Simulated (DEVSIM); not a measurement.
Structure: Schottky contact on p-type Si, at 250 K.

| layer (left to right) | material | thickness (μm) | Na (cm⁻³) | τn (s) | τp (s) |
|---|---|---|---|---|---|
| 1 | Si | 4.70 | 6.1e16 | 3.6e-5 | 3.6e-5 |
| 2 | Si | 15.0 | 7e17 | 0.00011 | 3.6e-5 |

Left contact: Schottky, work function 4.364 eV, emission velocity 2.1e6 cm/s. Right contact: ohmic. Voltage is applied to the left contact. Recombination: SRH at mid-gap, Auger. Mobility is μmin + (μ − μmin)/(1 + (N/Nref)^α).

The device is made up for the run: typed textbook-type constants, with dimensions and the other settings drawn at random. Values at 300 K; Nc and Nv go as T^1.5, mobilities as T to minus their exponent, the gap by Varshni's rule with the affinity fixed.

| parameter | Si |
|---|---|
| gap (eV) | 1.124 |
| affinity (eV) | 4.05 |
| permittivity | 11.7 |
| Nc (cm⁻³) | 2.86e19 |
| Nv (cm⁻³) | 3.1e19 |
| μn (cm²/Vs) | 1417 |
| μp (cm²/Vs) | 470 |
| μn,min | 52 |
| μp,min | 45 |
| Nref,n | 9.7e16 |
| Nref,p | 2.2e17 |
| αn | 0.68 |
| αp | 0.72 |
| T exponent of μn | 2.3 |
| T exponent of μp | 2.2 |
| Cn (cm⁶/s) | 2.8e-31 |
| Cp (cm⁶/s) | 9.9e-32 |
| Varshni α (eV/K) | 0.000473 |
| Varshni β (K) | 636 |

Simulated with DEVSIM: 1D drift-diffusion, Boltzmann statistics, complete ionisation; no tunnelling, impact ionisation, image-force lowering or self-heating. Metal contacts follow the ideal Schottky-Mott rule: no Fermi-level pinning, no interface dipoles.

Tabulate band edges, carrier densities and field at zero bias.

Energies count from the Fermi level of the right contact; mesh points crowd at the junctions.

```json
[
 {"x (μm)": "0.000", "Ec (eV)": "0.314", "Ev (eV)": "-0.822", "n (cm⁻³)": "1.0e13", "p (cm⁻³)": "630", "field (V/cm)": "110000"},
 {"x (μm)": "0.03474", "Ec (eV)": "0.648", "Ev (eV)": "-0.488", "n (cm⁻³)": "1900000", "p (cm⁻³)": "3.5e9", "field (V/cm)": "80000"},
 {"x (μm)": "0.1251", "Ec (eV)": "0.999", "Ev (eV)": "-0.137", "n (cm⁻³)": "< 1e2", "p (cm⁻³)": "4.0e16", "field (V/cm)": "5700"},
 {"x (μm)": "0.3391", "Ec (eV)": "1.008", "Ev (eV)": "-0.128", "n (cm⁻³)": "< 1e2", "p (cm⁻³)": "6.1e16", "field (V/cm)": "≈ 0"},
 {"x (μm)": "1.148", "Ec (eV)": "1.008", "Ev (eV)": "-0.128", "n (cm⁻³)": "< 1e2", "p (cm⁻³)": "6.1e16", "field (V/cm)": "≈ 0"},
 {"x (μm)": "2.784", "Ec (eV)": "1.008", "Ev (eV)": "-0.128", "n (cm⁻³)": "< 1e2", "p (cm⁻³)": "6.1e16", "field (V/cm)": "≈ 0"},
 {"x (μm)": "3.927", "Ec (eV)": "1.008", "Ev (eV)": "-0.128", "n (cm⁻³)": "< 1e2", "p (cm⁻³)": "6.1e16", "field (V/cm)": "≈ 0"},
 {"x (μm)": "4.487", "Ec (eV)": "1.008", "Ev (eV)": "-0.128", "n (cm⁻³)": "< 1e2", "p (cm⁻³)": "6.1e16", "field (V/cm)": "≈ 0"},
 {"x (μm)": "4.627", "Ec (eV)": "1.008", "Ev (eV)": "-0.128", "n (cm⁻³)": "< 1e2", "p (cm⁻³)": "6.2e16", "field (V/cm)": "150"},
 {"x (μm)": "4.684", "Ec (eV)": "1.018", "Ev (eV)": "-0.118", "n (cm⁻³)": "< 1e2", "p (cm⁻³)": "9.9e16", "field (V/cm)": "7600"},
 {"x (μm)": "4.711", "Ec (eV)": "1.059", "Ev (eV)": "-0.077", "n (cm⁻³)": "< 1e2", "p (cm⁻³)": "6.5e17", "field (V/cm)": "3600"},
 {"x (μm)": "4.794", "Ec (eV)": "1.060", "Ev (eV)": "-0.076", "n (cm⁻³)": "< 1e2", "p (cm⁻³)": "7.0e17", "field (V/cm)": "≈ 0"},
 {"x (μm)": "4.964", "Ec (eV)": "1.060", "Ev (eV)": "-0.076", "n (cm⁻³)": "< 1e2", "p (cm⁻³)": "7.0e17", "field (V/cm)": "≈ 0"},
 {"x (μm)": "5.410", "Ec (eV)": "1.060", "Ev (eV)": "-0.076", "n (cm⁻³)": "< 1e2", "p (cm⁻³)": "7.0e17", "field (V/cm)": "≈ 0"},
 {"x (μm)": "7.066", "Ec (eV)": "1.060", "Ev (eV)": "-0.076", "n (cm⁻³)": "< 1e2", "p (cm⁻³)": "7.0e17", "field (V/cm)": "≈ 0"},
 {"x (μm)": "10.77", "Ec (eV)": "1.060", "Ev (eV)": "-0.076", "n (cm⁻³)": "< 1e2", "p (cm⁻³)": "7.0e17", "field (V/cm)": "≈ 0"},
 {"x (μm)": "15.80", "Ec (eV)": "1.060", "Ev (eV)": "-0.076", "n (cm⁻³)": "< 1e2", "p (cm⁻³)": "7.0e17", "field (V/cm)": "≈ 0"},
 {"x (μm)": "18.12", "Ec (eV)": "1.060", "Ev (eV)": "-0.076", "n (cm⁻³)": "< 1e2", "p (cm⁻³)": "7.0e17", "field (V/cm)": "≈ 0"},
 {"x (μm)": "19.25", "Ec (eV)": "1.060", "Ev (eV)": "-0.076", "n (cm⁻³)": "< 1e2", "p (cm⁻³)": "7.0e17", "field (V/cm)": "≈ 0"},
 {"x (μm)": "19.53", "Ec (eV)": "1.060", "Ev (eV)": "-0.076", "n (cm⁻³)": "< 1e2", "p (cm⁻³)": "7.0e17", "field (V/cm)": "≈ 0"},
 {"x (μm)": "19.64", "Ec (eV)": "1.060", "Ev (eV)": "-0.076", "n (cm⁻³)": "< 1e2", "p (cm⁻³)": "7.0e17", "field (V/cm)": "≈ 0"},
 {"x (μm)": "19.70", "Ec (eV)": "1.060", "Ev (eV)": "-0.076", "n (cm⁻³)": "< 1e2", "p (cm⁻³)": "7.0e17", "field (V/cm)": "≈ 0"}
]
```
